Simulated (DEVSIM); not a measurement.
Device: abrupt Si n-p junction, at 300 K.

```tsv
layer (left to right)	material	thickness (μm)	Nd (cm⁻³)	Na (cm⁻³)	τn (s)	τp (s)
1	Si	0.640	6.7e15	-	0.00078	0.00078
2	Si	4.80	-	7.2e15	0.00078	0.00078
```

Left contact: ohmic. Right contact: ohmic. Voltage is applied to the left contact. Recombination: SRH at mid-gap. Mobility is constant in doping.

Constants are typed, rounded textbook-type inputs, not results; the design itself was drawn at random and stands for no fabricated device. Values at 300 K.

```tsv
parameter	Si
gap (eV)	1.124
affinity (eV)	4.05
permittivity	11.7
Nc (cm⁻³)	2.86e19
Nv (cm⁻³)	3.1e19
μn (cm²/Vs)	1417
μp (cm²/Vs)	470
```

Simulated with DEVSIM: 1D drift-diffusion, Boltzmann statistics, complete ionisation; no tunnelling, impact ionisation, image-force lowering or self-heating.

### Question
Give the dark forward current.

### Answer

```csv
V (V),J (A/cm²)
-0.05,-6.3e-9
-0.10,-4.9e-8
-0.15,-3.3e-7
-0.20,-2.3e-6
-0.25,-1.5e-5
-0.30,-0.00010
-0.35,-0.00070
-0.40,-0.0047
-0.45,-0.032
-0.50,-0.21
-0.60,-7.9
-0.65,-32
-0.70,-90
-0.75,-190
-0.80,-350
-0.85,-560
-0.90,-840
-0.95,-1200
-1.00,-1600
-1.05,-2000
```
